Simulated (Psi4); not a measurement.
Psi4 1.11, BP86/def2-svpd: Mo(S)2(F)(Cl) ([F][Mo](=[S])(=[S])[Cl]), 5 atoms. The geometry is a generated start, not checked to be a minimum at this level.

* **task**: energy
* **method**: bp86
* **basis**: def2-svpd
* **memory**: 3 GB
* **maxiter**: 100
* **keys of the molecule block**: symmetry c1
* **scf_type**: df (default)
* **e_convergence**: 1e-06 (default)
* **d_convergence**: 1e-06 (default)
* **dft_radial_points**: 75 (default)
* **dft_spherical_points**: 302 (default)
* **effective core potentials**: those of the basis set, past Kr
* **basis functions**: 138
* **grid points**: 108494

```xyz
5

Mo    -0.0921    -0.0347    -0.0232
S      1.3254     0.3741    -1.5848
S      1.0505    -0.6172     1.6998
F     -1.0736    -1.4566    -0.5210
Cl    -1.2103     1.7344     0.4292
```

Charge 0 and multiplicity 1 are set for this test and not shown to be the ground state.

With the defaults (diis_max_vecs = 10, diis = true, scf_initial_accelerator = adiis, damping_percentage = 0, guess = auto, which took SAD, diis_start = 1) it converges in 13 SCF iterations. One run each on 2 threads, with these changes:
- diis = false, scf_initial_accelerator = none, damping_percentage = 60
- guess = modhuckel
- diis_max_vecs = 3
- guess = sadno
- guess = core
- diis_max_vecs = 20
- diis_start = 4
- guess = gwh
- damping_percentage = 20

Q: Which of these changes keep the SCF from converging, or lead it to another solution?

A: No convergence: diis_max_vecs = 3; diis = false, scf_initial_accelerator = none, damping_percentage = 60 (the run ends without SCF convergence in 100 iterations). The rest reach the solution of the defaults.

```
setting                                                                SCF iterations             end
---------------------------------------------------------------------  --------------  --------------
the defaults                                                                       13   same solution
diis_max_vecs = 20                                                                 13   same solution
guess = modhuckel                                                                  14   same solution
guess = sadno                                                                      15   same solution
guess = gwh                                                                        18   same solution
guess = core                                                                       19   same solution
damping_percentage = 20                                                            27   same solution
diis_start = 4                                                                     30   same solution
diis_max_vecs = 3                                                                 100  no convergence
diis = false, scf_initial_accelerator = none, damping_percentage = 60             100  no convergence
```

1 further run of the study ended by our limits or in an error and is left out.
